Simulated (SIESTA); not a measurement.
Input and output of a self-consistent single point for AlN (Fm-3m, 2 atoms in the cell) (SIESTA).

Computed with SIESTA 5.4.2 with LDA PW92, numerical atomic orbitals TZP, PseudoDojo LDA standard norm-conserving potentials (rewritten from UPF to PSML).

```
CELL_PARAMETERS angstrom
      0.00000     2.04469     2.04469
      2.04469     0.00000     2.04469
      2.04469     2.04469     0.00000
ATOMIC_POSITIONS crystal
  Al 0.50000 0.50000 0.50000
  N  0.00000 0.00000 0.00000
```

Reference input (self-consistent single point, DFT, LDA PW92, numerical atomic orbitals TZP, PseudoDojo LDA standard norm-conserving potentials (rewritten from UPF to PSML)): XC.functional = LDA; XC.authors = PW92; potentials = PseudoDojo LDA standard; PAO.BasisSize = TZP; PAO.EnergyShift = 0.01 Ry; MeshCutoff = 350 Ry; kgrid.MonkhorstPack = 5 5 5; OccupationFunction = FD; ElectronicTemperature = 10 K; MaxSCFIterations = 150; SCF.Mixer.Method = Pulay; SCF.Mixer.Weight = 0.1. This run's input differs from it in these lines:

```diff
@@ -28,5 +28,5 @@
 %block kgrid.MonkhorstPack
-    5   0   0  0.0
-    0   5   0  0.0
-    0   0   5  0.0
+   11   0   0  0.0
+    0  11   0  0.0
+    0   0  11  0.0
 %endblock kgrid.MonkhorstPack
```

The program printed (abridged):

```
        iscf     Eharris(eV)        E_KS(eV)     FreeEng(eV)     dDmax    Ef(eV) dHmax(eV)
   scf:    1     -338.730365     -347.716516     -347.716516  1.903453 -6.093050  5.915685
   scf:    2     -348.833817     -348.301480     -348.301480  0.043296 -5.841147  4.407889
   scf:    3     -349.296376     -349.028820     -349.028820  0.126366 -5.141965  0.079003
   scf:    4     -349.029744     -349.029294     -349.029294  0.005190 -5.140006  0.071001
   scf:    5     -349.030954     -349.030157     -349.030157  0.021827 -5.112929  0.000906
mix: Pulay -- inversion failed, > SVD [rank/size] 3 / 4
   scf:    6     -349.030157     -349.030157     -349.030157  0.000026 -5.112889  0.000815
SCF Convergence by DM+H criterion
max |DM_out - DM_in|         :     0.0000262725
max |H_out - H_in|      (eV) :     0.0008149119
SCF cycle converged after 6 iterations

Using DM_out to compute the final energy and forces

siesta: E_KS(eV) =             -349.0302

siesta: E_KS - E_eggbox =      -349.0302

siesta: Atomic forces (eV/Ang):
     1    0.000000   -0.000000    0.000000
     2    0.000000   -0.000000   -0.000000
   Tot    0.000000   -0.000000   -0.000000
   Max    0.000000
   Res    0.000000    sqrt( Sum f_i^2 / 3N )
   Max    0.000000    constrained

Stress tensor Voigt[x,y,z,yz,xz,xy] (kbar):      139.16      139.16      139.16       -0.00       -0.00       -0.00
(Free)E + p*V (eV/cell)     -350.5151
Target enthalpy (eV/cell)     -349.0302

siesta: Program's energy decomposition (eV):
siesta: FreeEng =      -349.030157

   [... lines left out ...]
siesta: Cell volume =         17.096780 Ang**3
siesta:        -139.15828361       -139.15828361  kBar
   [... lines left out ...]
               3Pdx2-y2
   2  5.065   0.959  -0.198   0.637   0.541   0.541   0.541  -0.065  -0.065
             -0.065   0.738   0.738   0.738   0.004   0.004   0.005   0.004

              0.005

mulliken: Qtot =        8.000

Mulliken Atomic Populations:
Atom #   charge [q] valence [e]  Species
     1     0.064642    2.935358  Al
     2    -0.064642    5.064642  N
 Total    -0.000000
```

The run converged in 6 iterations. Against the reference run the free energy goes down by 9.9 meV/atom, the pressure goes from -14.06 to -13.92 GPa and the gap on the mesh goes from 4.698 to 4.237 eV.

The starting cell comes from a database of computed structures (which also holds hypothetical and non-ambient phases and stackings), without a prior relaxation at this level. Its lattice was rescaled by up to half a per cent. Values carry the incompleteness of an atom-centred basis. With a pressure of about -14 GPa the cell is away from its equilibrium volume at this level. Another mesh or the band path of this cell gives a smaller gap, so this value is not converged in the mesh.

Cost on one core of a shared machine: roughly 60 s.
